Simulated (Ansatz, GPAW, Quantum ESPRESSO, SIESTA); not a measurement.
One structure in several programs: MgPt7 (Fm-3m, 8 atoms in the cell)

Self-consistent single point, at a second geometry (lattice scaled by 0.98). First geometry:

```xyz
8
Lattice="0.0000 3.9365 3.9365 3.9365 0.0000 3.9365 3.9365 3.9365 0.0000" Properties=species:S:1:pos:R:3 pbc="T T T"
Mg     0.0000     0.0000     0.0000
Pt     0.0000     1.9683     1.9683
Pt     1.9683     3.9365     1.9683
Pt     3.9365     1.9683     1.9683
Pt     1.9683     0.0000     1.9683
Pt     1.9683     1.9683     3.9365
Pt     1.9683     1.9683     0.0000
Pt     3.9365     3.9365     3.9365
```

Shared settings, as Ansatz (a quantum-chemistry and plane-wave program) writes them: kpoints.mp_grid.grid = 6 6 6; scf.occupations.method = gaussian; scf.occupations.width = 0.272 eV. Potentials and cutoffs stand in the table.

| code | model | ΔF from the first geometry (meV/atom) | pressure (GPa) | cutoff |
|---|---|---|---|---|
| GPAW | PBEsol, GPAW PAW datasets PBEsol (made by gpaw-setup) | 21.6 | 12.45 | 800 eV |
| SIESTA | GGA PBEsol, numerical atomic orbitals DZP, PseudoDojo PBEsol standard norm-conserving potentials (rewritten from UPF to PSML) | 14.1 | 11.14 | grid 400 Ry |
| Ansatz | PBEsol, default PAW files made with PBE | 22.4 | 12.63 | default |
| Quantum ESPRESSO | PBEsol, GBRV 1.5 ultrasoft (PBESOL) pseudopotentials | 19.5 | 11.20 | 40 Ry |

For Quantum ESPRESSO (by 0.9 GPa) the energy change implies a higher mean pressure, against the two pressures, than for the other programs: a sign of finite-basis (Pulay) stress.

On Ansatz's run: spin-orbit coupling is off. Spin polarisation is off.

The spread over the programs that give each value: ΔF from the first geometry within 8.3 meV/atom; pressure within 1.49 GPa.

SIESTA uses small atom-centred bases, whose incompleteness enters pressures, forces and empty levels differently from a plane-wave cutoff. Ansatz's pressure is given at a fixed set of plane waves, as the other plane-wave codes print theirs; with its correction for the finite basis it is 12.69 GPa. In the pressure, SIESTA (by 1.31) and Quantum ESPRESSO (by 1.25) lie more than 1 GPa from the median of the plane-wave programs.

The starting cell comes from a database of computed structures (which also holds hypothetical and non-ambient phases and stackings), without a prior relaxation at this level. For this run, on top of that: lattice scaled by 0.98.

Left out of this page: Elk and FLEUR (not drawn, or without a comparable value).

Keys are those of Ansatz 0.2.
